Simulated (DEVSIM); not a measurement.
Structure: GaSb p-n junction from an implanted or diffused profile, at 300 K.

| layer (left to right) | material | thickness (μm) | Nd (cm⁻³) | τn (s) | τp (s) |
|---|---|---|---|---|---|
| 1 | GaSb | 4.00 | 2.4e14 | 5.6e-9 | 5.6e-9 |

Added acceptor profile: 2.7e16 cm⁻³ × exp(−(x − 0 μm)²/(2·(0.14 μm)²)). Left contact: ohmic. Right contact: ohmic. Voltage is applied to the left contact. Recombination: SRH at mid-gap, radiative, Auger. Mobility is μmin + (μ − μmin)/(1 + (N/Nref)^α).

This is a model device: material constants are rounded textbook-type values typed into the input, and sizes, dopings and lifetimes were drawn at random. Values at 300 K.

```csv
parameter,GaSb
gap (eV),0.726
affinity (eV),4.06
permittivity,15.7
Nc (cm⁻³),2.1e17
Nv (cm⁻³),1.8e19
μn (cm²/Vs),5000
μp (cm²/Vs),850
"μn,min",1000
"μp,min",190
"Nref,n",2.8e17
"Nref,p",9e17
αn,1.05
αp,0.65
B (cm³/s),1e-10
Cn (cm⁶/s),5e-30
Cp (cm⁶/s),5e-30
```

Simulated with DEVSIM: 1D drift-diffusion, Boltzmann statistics, complete ionisation; no tunnelling, impact ionisation, image-force lowering or self-heating.

Problem. Tabulate band edges, carrier densities and field at 0.7 V on the left contact.

Solution. Energies count from the Fermi level of the right contact; mesh points crowd at the junctions.

```
x (μm)   Ec (eV)  Ev (eV)  n (cm⁻³)  p (cm⁻³)  field (V/cm)
-------  -------  -------  --------  --------  ------------
0.000     -0.142   -0.868     9.0e7    2.7e16          -300
0.01624   -0.143   -0.869    5.6e13    2.6e16          -350
0.03660   -0.144   -0.870    1.3e14    2.5e16          -500
0.06623   -0.146   -0.872    2.4e14    2.3e16          -810
0.1207    -0.152   -0.878    5.2e14    1.8e16         -1400
0.1811    -0.161   -0.887    9.9e14    1.2e16         -1700
0.2492    -0.172   -0.898    1.8e15    7.7e15         -1500
0.3556    -0.183   -0.909    3.1e15    4.7e15          -500
0.4256    -0.184   -0.910    3.6e15    4.0e15           -53
0.5040    -0.184   -0.910    3.7e15    3.7e15           180
0.5824    -0.182   -0.908    3.7e15    3.5e15           270
0.6937    -0.179   -0.905    3.6e15    3.4e15           300
0.8663    -0.173   -0.899    3.4e15    3.2e15           330
1.264     -0.159   -0.885    3.0e15    2.8e15           370
2.370     -0.106   -0.832    1.8e15    1.6e15           640
3.083     -0.044   -0.770    9.4e14    8.4e14          1200
3.489      0.023   -0.703    5.0e14    5.2e14          2200
3.708      0.077   -0.649    3.4e14    4.0e14          2900
3.871      0.129   -0.597    2.7e14    3.0e14          3400
3.937      0.152   -0.574    2.5e14    2.1e14          3600
3.975      0.166   -0.560    2.4e14    1.0e14          3700
4.000      0.175   -0.551    2.4e14    1.0e10          3700
```
